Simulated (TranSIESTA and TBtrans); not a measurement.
Run with TranSIESTA and TBtrans (open boundaries, self-consistent; PseudoDojo norm-conserving potentials, scalar-relativistic): PAO.BasisSize DZP, PAO.EnergyShift 0.15 eV, XC.Authors PBE, Mesh.Cutoff 200 Ry, ElectronicTemperature 300 K, TS.Voltage 0.0 eV, TBT.Elecs.Eta 0.001 eV, no spin polarisation.

Device: Sn chain with one C atom inserted. Leads: straight Sn chain, spacing 2.75 Å. Geometry: 3 atoms about the centre moved by SIESTA (PBE, DZP) to a largest force of 0.02 eV/Å, all others as built, motion along the axis alone.

Task: Give the largest eigenchannel transmissions at the Fermi level (four at most) and the total.

Result: 0.73, 0.73, 0.56; total 2.02. The straight chain is held at its spacing; free chains may zigzag or dimerise. No spin-polarised start was tried, so a magnetic state, if there is one, is missed.
